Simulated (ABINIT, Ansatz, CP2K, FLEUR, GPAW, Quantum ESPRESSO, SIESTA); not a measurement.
**One structure in several programs: PNO (I2_12_12_1, 6 atoms in the cell)**

Self-consistent single point.

```xyz
6
Lattice="-2.2238 2.3886 3.5022 2.2238 -2.3886 3.5022 2.2238 2.3886 -3.5022" Properties=species:S:1:pos:R:3 pbc="T T T"
P      2.2238     1.1943     2.5274
P      0.0000     1.1943     4.4770
N      0.6317     0.0000     5.2533
N      1.5921     0.0000     1.7511
O      1.1119     1.7813     3.5022
O      1.1119     2.9958     0.0000
```

All programs got the same cell, k-point mesh and kind of occupations (some realise fixed ones as a very narrow smearing) (in Ansatz's words: kpoints.mp_grid.grid = 5 5 5; scf.occupations.method = fixed); potentials, basis and cutoffs are each program's usual ones.

```tsv
code	model	pressure (GPa)	largest force (eV/Å)	gap on the mesh (eV)	k-points	cutoff
ABINIT	LDA (PW92), norm-conserving pseudopotentials (PseudoDojo nc-sr-04 LDA standard)	-1.41	0.140	5.160	27	84 Ry
FLEUR	LDA (Perdew-Zunger), all-electron FLAPW (FLEUR), scalar-relativistic valence	–	0.085	5.139	27	Kmax 4.7 1/bohr
SIESTA	LDA PW92, numerical atomic orbitals DZP, PseudoDojo LDA standard norm-conserving potentials (rewritten from UPF to PSML)	2.44	0.525	4.991	63	grid 350 Ry
Ansatz	LDA (PW92), default PAW files made with PBE	-0.91	0.078	5.144	27	default
GPAW	LDA (Perdew-Wang 92), GPAW PAW datasets LDA (gpaw-data 1.0.1)	–	0.320	5.127	27	950 eV
CP2K	LDA (Pade form), GPW, DZVP-MOLOPT-SR-GTH basis, GTH-PADE potentials (GTH_POTENTIALS)	0.64	0.313	5.206	63	grid 450 Ry
Quantum ESPRESSO	LDA (PZ), GBRV 1.5 ultrasoft (LDA) pseudopotentials	0.68	0.144	5.135	27	40 Ry
```

Size of the force on each atom (eV/Å): Sizes of forces hide their directions.

| code | P1 | P2 | N3 | N4 | O5 | O6 |
|---|---|---|---|---|---|---|
| ABINIT | 0.140 | 0.140 | 0.098 | 0.098 | 0.052 | 0.052 |
| FLEUR | 0.077 | 0.077 | 0.083 | 0.083 | 0.085 | 0.085 |
| SIESTA | 0.118 | 0.118 | 0.525 | 0.525 | 0.506 | 0.506 |
| Ansatz | 0.078 | 0.078 | 0.030 | 0.030 | 0.067 | 0.067 |
| GPAW | 0.055 | 0.055 | 0.236 | 0.236 | 0.320 | 0.320 |
| CP2K | 0.258 | 0.258 | 0.056 | 0.056 | 0.313 | 0.313 |
| Quantum ESPRESSO | 0.076 | 0.076 | 0.081 | 0.081 | 0.144 | 0.144 |

A dash marks a value that a program does not give, or that is left out as unsure.

Gaps are read on the mesh.

The spread over the programs that give each value: pressure within 3.85 GPa; largest force within 0.447 eV/Å; gap on the mesh within 0.215 eV.

The starting cell comes from a database of computed structures (which also holds hypothetical and non-ambient phases and stackings), without a prior relaxation at this level.

Task: Why do the programs differ, and what cannot be compared?

Result: Differences of this kind can come from the potentials, where these differ, and from what each basis and cutoff leave unconverged. The zero of total energies and Fermi levels follows the potentials and each program's conventions, so they are not compared here. SIESTA and CP2K use small atom-centred bases, whose incompleteness enters pressures, forces and empty levels differently from a plane-wave cutoff. FLEUR treats all electrons, but the usual bases taken here (sphere radii, linearisation, local orbitals, empty states) were not tested for convergence, so the values are no reference for the others. Ansatz's pressure is given at a fixed set of plane waves, as the other plane-wave codes print theirs; with its correction for the finite basis it is -0.13 GPa (the shift of 0.78 GPa shows how far the cutoff is from converged). The pressure of GPAW is left out: its cutoff lies under the one at which its stress was checked. The same LDA comes in different parametrisations, which differ slightly. The programs reduce the same mesh by symmetry to different extents, which changes the work and not the result. In the pressure, SIESTA (by 3.35), CP2K (by 1.55) and Quantum ESPRESSO (by 1.59) lie more than 1 GPa from the median of the plane-wave programs. In the gap, SIESTA (by 0.149) lies more than 0.12 eV from the median of the plane-wave programs.

Ansatz is a first-principles code.

Keys are those of Ansatz 0.2.
